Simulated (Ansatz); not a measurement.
**BAs (model structure, started from the GeS type, Pnma, No. 62, 8 atoms in the cell)**

Computed with PBEsol+SOC (Ansatz, an electronic-structure program, PAW).

Numerical settings: plane-wave cutoff 520 eV, 10×16×10 k mesh (along the axes of the cell as run), Fermi–Dirac smearing 0.05 eV, PAW data made under PBE.

Cell (relaxed with PBE-D3(BJ)):

```cif
data_As4B4
_chemical_formula_sum 'B4 As4'
_space_group_name_H-M_alt 'Pnma'
_space_group_IT_number 62
_space_group_name_Hall '-P 2ac 2n'
_cell_length_a 6.54086
_cell_length_b 3.41258
_cell_length_c 5.68209
_cell_angle_alpha 90.000
_cell_angle_beta 90.000
_cell_angle_gamma 90.000
loop_
_space_group_symop_operation_xyz
  'x, y, z'
  '-x, -y, -z'
  '-x+1/2, -y, z+1/2'
  'x+1/2, y, -z+1/2'
  'x+1/2, -y+1/2, -z+1/2'
  '-x+1/2, y+1/2, z+1/2'
  '-x, y+1/2, -z'
  'x, -y+1/2, z'
loop_
_atom_site_label
_atom_site_type_symbol
_atom_site_symmetry_multiplicity
_atom_site_Wyckoff_symbol
_atom_site_fract_x
_atom_site_fract_y
_atom_site_fract_z
_atom_site_occupancy
B1 B 4 c 0.16096 0.25000 0.40141 1
As1 As 4 c 0.33551 0.25000 0.10831 1
```

```json
{
  "band_gap": "0.36 eV (on the SCF k mesh)"
}
```

Note: the relaxation could raise the start's symmetry but not lower it, so the cell can be a saddle point; cell and atoms aren't relaxed at this level.

The computed numbers hold no vibrational or temperature effects.

A model structure was made by putting elements into a prototype or built by hand; it is no filed structure, need not be a known phase, and can be a saddle point held by its symmetry.
